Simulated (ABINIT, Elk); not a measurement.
An ABINIT input for a self-consistent single point of TiNbB₄ (P6/mmm, 6 atoms in the cell) (DFT, PBEsol, plane waves, norm-conserving pseudopotentials (PseudoDojo nc-sr-04 PBEsol standard)):

```
# TiNbB4, PseudoDojo nc-sr-04 PBEsol standard
pp_dirpath "./"
pseudos "Ti.upf, Nb.upf, B.upf"
acell 5.8336407996 5.8336407996 12.4711152786
rprim
         1.0000000000    0.0000000175    0.0000000000
        -0.5000000151    0.8660253951    0.0000000000
         0.0000000000    0.0000000000    1.0000000000
natom 6
ntypat 3
znucl 22 41 5
typat 1 2 3 3 3 3
xcart
         0.0000000000    0.0000000000    6.2355576393
         0.0000000000    0.0000000000    0.0000000000
        -0.0000000588    3.3680540860    9.2382280650
         2.9168203704    1.6840270939    3.2328872137
         2.9168203704    1.6840270939    9.2382280650
        -0.0000000588    3.3680540860    3.2328872137
ecut 1143 eV
ixc -116133
occopt 3
tsmear 0.1 eV
nband 25
kptopt 1
ngkpt 10 10 4
nshiftk 1
shiftk 0 0 0
nstep 50
tolvrs 1.0e-11
prtwf 0
prtden 0
```

Translate this input to Elk.

This is the input that was run; spellings and numerical settings could be chosen otherwise.

```
tasks
  0

xctype
  22

swidth
  0.00367493

maxscl
  100

scale
  1.889726125

avec
    3.0870297678    0.0000000539    0.0000000000
   -1.5435149306    2.6734461742    0.0000000000
    0.0000000000    0.0000000000    6.5994300000

atoms
  3
  'Ti.in'
  1
  0.0000000000  0.0000000000  0.5000000000    0.0 0.0 0.0
  'Nb.in'
  1
  0.0000000000  0.0000000000  0.0000000000    0.0 0.0 0.0
  'B.in'
  4
  0.3333333333  0.6666666667  0.7407700000    0.0 0.0 0.0
  0.6666666667  0.3333333333  0.2592300000    0.0 0.0 0.0
  0.6666666667  0.3333333333  0.7407700000    0.0 0.0 0.0
  0.3333333333  0.6666666667  0.2592300000    0.0 0.0 0.0

ngridk
  10 10 4
```

Basis settings and potentials, where a program has them, do not carry over. This input uses DFT, PBEsol, all-electron FP-LAPW, Elk's shipped species files, default APW+lo basis.

The starting cell comes from a database of computed structures (which also holds hypothetical and non-ambient phases and stackings), without a prior relaxation at this level. Its lattice was rescaled by a random factor within 2.5 % of one.
